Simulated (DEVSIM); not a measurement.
System: Ti/AlN/n-Si capacitor, at 300 K.

Layer 1 from the left is AlN, thickness (nm) 2.50. Layer 2 from the left is Si, thickness (nm) 760, Nd (cm⁻³) 5.7e17.

Metal gate on the left, work function 4.33 eV. Fixed charge at the semiconductor interface -1.9e11 cm⁻² (in units of +e); no interface traps.

This is a model device: material constants are rounded textbook-type values typed into the input, and sizes, dopings and lifetimes were drawn at random. Values at 300 K.

AlN: gap (eV) 6.1, affinity (eV) 1.9, permittivity 8.5. Si: gap (eV) 1.124, affinity (eV) 4.05, permittivity 11.7, Nc (cm⁻³) 2.86e19, Nv (cm⁻³) 3.1e19.

Q: Estimate by hand the flat-band voltage, the threshold voltage, and compare with a numerical solution.

A: 
- Flat-band voltage: C = 3.01 μF/cm², work-function difference 0.179 V; VFB = φms − qNf/C = 0.19 V; numerical 0.19 V.
- Threshold voltage: φF = 0.460 V, depletion charge √(4εqNφF) = 4.17e-7 C/cm²; VT = VFB − 2φF − Qd/C = -0.87 V; numerical -0.87 V.

Model (solved in DEVSIM): 1D Poisson equation in equilibrium, Boltzmann statistics, complete ionisation; no quantum confinement or tunnelling. Metal contacts follow the ideal Schottky-Mott rule: no Fermi-level pinning, no interface dipoles.
